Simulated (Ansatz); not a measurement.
The starting structures come from a database of crystals and need not be the phases stable at ambient conditions.

 Where the default PAW files enter, the runs use the earlier of Ansatz's two default sets.

Tunnelling through a barrier is set by its complex band structure: the current falls as exp(−2κd) with the smallest κ.

Consider the following.

```yaml
crystal:
  lattice:
    - [7.42490, 0.00000, 0.00000]
    - [-3.71245, 6.43016, 0.00000]
    - [3.71245, 2.14339, 6.06241]
  atoms:
    - { symbol: Sc, position: [0.25000, 0.87500, 0.87500] }
    - { symbol: Sc, position: [0.75000, 0.87500, 0.87500] }
    - { symbol: Sc, position: [0.25000, 0.37500, 0.87500] }
    - { symbol: Sc, position: [0.75000, 0.87500, 0.37500] }
    - { symbol: Zn, position: [0.50000, 0.25000, 0.25000] }
    - { symbol: Zn, position: [0.00000, 0.50000, 0.50000] }
    - { symbol: S, position: [0.75878, 0.12061, 0.12061] }
    - { symbol: S, position: [0.25878, 0.62939, 0.62939] }
    - { symbol: S, position: [0.75878, 0.63817, 0.12061] }
    - { symbol: S, position: [0.25878, 0.62939, 0.11183] }
    - { symbol: S, position: [0.24122, 0.12061, 0.63817] }
    - { symbol: S, position: [0.74122, 0.11183, 0.62939] }
    - { symbol: S, position: [0.24122, 0.12061, 0.12061] }
    - { symbol: S, position: [0.74122, 0.62939, 0.62939] }
```

Space group of this cell: Fd-3m, spinel. The cell is taken as given; by PBEsol its mean pressure is -2.5 GPa.

Transport runs along the normal of the first two printed cell vectors, the (111) plane of the conventional cell.

The gap is the functional's own, uncorrected, and κ follows it; spin-orbit coupling is left out. Mid-gap values are interpolated between the computed energies.

Question: Compute, with PBEsol (Ansatz, a quantum-chemistry and plane-wave program), the band gap and the smallest decay constant κ at mid-gap.

Answer: Gap 0.44 eV on a 6×6×6 mesh; κ = 0.082 1/Å, at the zone centre.
